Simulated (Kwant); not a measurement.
System: zigzag graphene ribbon with Haldane second-neighbour hopping. 23 zigzag chains, bond 0.142 nm, hopping 2.7 eV, scattering region 12 nm long; sites with one neighbour are removed; energy swept from -2.09 to 2.09 eV from the neutrality point. Staggered potential ±Δ on the two sublattices, Δ = 0.11 eV. Second-neighbour term iλ/(3√3) ν with λ = 0.99 eV, a model term that the material doesn't have.

The device is made up for the run: typed textbook-type constants, with dimensions and the other settings drawn at random.

Computed with Kwant: nearest-neighbour tight-binding model of a honeycomb sheet with an imaginary second-neighbour term, one spin, coherent transport at 0 K. Conductance is in e²/h.

Question: Is the sheet in its topological phase, how wide is its bulk gap, and what conductance is due inside it?

Answer: At the two valleys the masses are λ ± Δ = 1.10 and 0.880 eV; the bulk gap is 2|λ − Δ| = 1.76 eV. λ > Δ, so the phase is topological, with edge channels that give G = 1. Simulated at 0.348 eV: 1.00 e²/h.
